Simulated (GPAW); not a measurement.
GPAW run on Zr2Au (I4/mmm, 3 atoms in the cell): self-consistent single point.

Level of theory: PBEsol, GPAW PAW datasets PBEsol (made by gpaw-setup) (plane waves; GPAW).

```xyz
3
Lattice="-1.6360 1.6360 5.7500 1.6360 -1.6360 5.7500 1.6360 1.6360 -5.7500" Properties=species:S:1:pos:R:3 pbc="T T T"
Zr     0.0000     0.0000     3.9100
Zr     0.0000     0.0000     7.5900
Au     0.0000     0.0000     0.0000
```

Reference input (self-consistent single point, DFT PBEsol, plane waves, GPAW PAW datasets PBEsol (made by gpaw-setup)): mode = pw; ecut = 600 eV; xc = PBEsol; kpts = 9 9 9; mesh shift (steps) = 0 0 0; occupations.name = fermi-dirac; occupations.width = 0.1 eV; nbands = -11; symmetry.symmorphic = false; symmetry.tolerance = 0.0005; maxiter = 100. This run's input differs from it in these lines:

```diff
@@ -2,3 +2,3 @@
 from ase.units import GPa
-from gpaw import GPAW, PW, FermiDirac
+from gpaw import GPAW, PW
 
@@ -16,3 +16,3 @@
             kpts=(9, 9, 9),
-            occupations=FermiDirac(0.1),
+            occupations={'name': 'marzari-vanderbilt', 'width': 0.1},
             nbands=-11,
```

Log, with long lists cut:

```
     iter     time        total  log10-change:
                         energy   eigst   dens
iter:   1 --:--:--   -23.999016
iter:   2 --:--:--   -22.667731   -0.51  -1.22
iter:   3 --:--:--   -21.554545   -1.10  -1.30
iter:   4 --:--:--   -21.331154   -1.20  -1.43
iter:   5 --:--:--   -21.156656   -1.43  -1.60
iter:   6 --:--:--   -21.129561   -2.52  -2.06
iter:   7 --:--:--   -21.091436   -2.37  -2.12
iter:   8 --:--:--   -21.104680   -2.70  -2.29
iter:   9 --:--:--   -21.095402c  -3.30  -2.37
iter:  10 --:--:--   -21.089831c  -3.01  -2.63
iter:  11 --:--:--   -21.090083c  -3.93  -3.39
iter:  12 --:--:--   -21.090149c  -4.81  -3.51
iter:  13 --:--:--   -21.089933c  -5.09  -3.44
iter:  14 --:--:--   -21.089871c  -5.17  -3.80
iter:  15 --:--:--   -21.089865c  -6.01  -4.09c
iter:  16 --:--:--   -21.089863c  -6.95  -4.08c
iter:  17 --:--:--   -21.089860c  -6.48  -4.06c
iter:  18 --:--:--   -21.089859c  -7.19  -4.15c
iter:  19 --:--:--   -21.089857c  -6.71  -4.19c
iter:  20 --:--:--   -21.089857c  -7.90c -4.72c
Converged after 20 iterations.

Dipole moment: (-0.000000, -0.000000, 0.000000) |e|*Ang

Energy contributions relative to reference atoms: (reference = -712131.357484)

Kinetic:        -10.482881
Potential:       +5.832488
External:        +0.000000
XC:             -17.354981
Entropy (-ST):   -0.001819
Local:           +0.917334
SIC:             +0.000000
--------------------------
Free energy:    -21.089857
Extrapolated:   -21.089857

Showing only first 2 kpts
 Kpt  Band  Eigenvalues  Occupancy
  0    15      8.08525    2.00000
  0    16      9.47726    2.00000
  0    17     10.67030    0.00000
  0    18     11.72435    0.00000

  1    15      8.42159    2.00000
  1    16      9.12176    2.00000
  1    17     10.73138    0.00000
  1    18     11.04381    0.00000

Fermi level: 10.07007

No gap
No difference between direct/indirect transitions
Energy (eV): -21.089857

Forces in eV/Ang:
  0 Zr    0.00000    0.00000   -0.00864
  1 Zr    0.00000    0.00000    0.00864
  2 Au    0.00000   -0.00000   -0.00000

Stress tensor:
     0.001848     0.000000    -0.000000
     0.000000     0.001848     0.000000
    -0.000000     0.000000     0.000890
Stress (GPa, Voigt): [ 0.2961  0.2961  0.1426  0.     -0.      0.    ]
```

The run converged in 20 iterations. GPAW prints stress with tension positive. Against the reference run the free energy rises by 9.1 meV/atom, the pressure stays at -0.24 GPa and the largest force goes from 0.024 to 0.009 eV/Å.

The starting cell comes from a database of published, mostly measured structures (it also holds non-ambient and calculated ones), without a prior relaxation at this level.

Cost on one core of a shared machine: roughly 3 min.
